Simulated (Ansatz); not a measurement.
Ansatz (a quantum-chemistry and plane-wave program) run on SnO2 (P2, 6 atoms in the cell): self-consistent single point.

Level of theory: LDA (PW92), default PAW files made with PBE (plane waves; Ansatz).

```
CELL_PARAMETERS angstrom
      4.80236     0.00000     0.00000
      0.00000     4.88118     0.00000
      0.00000     0.00000     3.25062
ATOMIC_POSITIONS crystal
  Sn 0.50000 0.50000 0.51538
  Sn 0.00000 0.00000 0.00000
  O  0.29185 0.32104 0.00000
  O  0.70815 0.67896 0.00000
  O  0.79185 0.17896 0.50000
  O  0.20815 0.82104 0.50000
```

Reference input (self-consistent single point, DFT, LDA (PW92), plane waves, default PAW files made with PBE): basis.ecutwfc = 420 eV; kpoints.mp_grid.grid = 4 4 7; hamiltonian.xc = lda; hamiltonian.pseudopotentials = {kind: paw} (the program's default PAW files); scf.occupations.method = fixed. This run's input differs from it in these lines:

Ansatz 0.2 input:
```diff
@@ -14,3 +14,3 @@
 basis:
-  ecutwfc: 420.0
+  ecutwfc: 335.0
 kpoints:
```

Output (repeated stretches shortened):

```
SCF iter   1: F=—  HF=-13979.503401 eV  |F-HF|=—  |Δ(HF+E_count)|=         —  Δρ=2.39e-2  dr2=3.21e-1  ethr=1.77e-3  ⟨swp⟩=4.9  Hψ=4739  notcnv=0  defer=159
all-band conjugate gradients solve this SCF's bands
preconditioner: auto → Resta (q_TF=auto, 2.560 Å⁻¹)
SCF iter   2: F=—  HF=-13979.411468 eV  |F-HF|=—  |Δ(HF+E_count)|=   9.19e-2  Δρ=4.94e-3  dr2=7.28e-3  ethr=6.16e-4  ⟨swp⟩=2.1  Hψ=2068  notcnv=0  defer=160
   [... lines left out ...]
SCF iter   4: F=—  HF=-13979.410749 eV  |F-HF|=—  |Δ(HF+E_count)|=   6.79e-5  Δρ=6.44e-4  dr2=1.63e-4  ethr=2.95e-6  ⟨swp⟩=2.8  Hψ=1608  notcnv=0  defer=139
SCF iter   5: F=—  HF=-13979.410759 eV  |F-HF|=—  |Δ(HF+E_count)|=   1.04e-5  Δρ=6.67e-5  dr2=4.18e-6  ethr=3.13e-7  ⟨swp⟩=2.0  Hψ=1743  notcnv=0  defer=72
SCF iter   6: F=—  HF=-13979.410760 eV  |F-HF|=—  |Δ(HF+E_count)|=   2.81e-7  Δρ=3.83e-5  dr2=9.77e-7  ethr=8.04e-9  ⟨swp⟩=2.0  Hψ=1658  notcnv=0  defer=72
SCF iter   7: F=-13979.410759 eV  HF=-13979.410759 eV  |F-HF|=6.57e-8  |Δ(HF+E_count)|=   1.74e-7  Δρ=1.16e-5  dr2=9.69e-8  ethr=1.92e-10  ⟨swp⟩=9.9  Hψ=7143  notcnv=0
SCF 1 converged in 7 iterations: F = -13979.410759 eV  dr2 = 9.69e-8
Free energy (F): -13979.410759 eV
Internal energy: -13979.410759 eV  (E = F + TS)
E sigma→0 (E₀):  -13979.410759 eV
Fermi energy:    8.110486 eV
--- Forces (eV/Å), atoms counted from 1 ---
  atom   1  Sn     0.00000000     0.00000000    -0.77132028
  atom   2  Sn     0.00000000     0.00000000    -0.00257847
  atom   3  O      0.17150374     0.00638744     0.35640595
  atom   4  O     -0.17150374    -0.00638744     0.35640595
  atom   5  O      0.20712689    -0.03716203     0.03055011
  atom   6  O     -0.20712689     0.03716203     0.03055011
--- Stress (GPa, compression-positive) ---
      -11.706951       0.154763       0.000000
        0.154763     -12.043964       0.000000
        0.000000       0.000000     -14.308560
  P = ⅓ Tr σ = -12.6865 GPa (-126.865 kbar)
  The stress holds the Pulay correction. Without it, at fixed plane waves, as pw.x and ABINIT print it: P = -23.1811 GPa
```

The run converged in 7 iterations. Against the reference run the free energy goes up by 117 meV/atom, the pressure goes from -12.44 to -12.69 GPa, the largest force goes from 0.743 to 0.771 eV/Å and the gap on the mesh goes from 0.611 to 0.593 eV.

The starting cell comes from a database of computed structures (which also holds hypothetical and non-ambient phases and stackings), without a prior relaxation at this level. Its lattice was rescaled by up to half a per cent. One atom was moved a little off its site on purpose. Ansatz's pressure includes its estimate of the finite-basis (Pulay) stress. Without the estimate this run gives -23.18 GPa. The cutoff lies below the one recommended for these files.
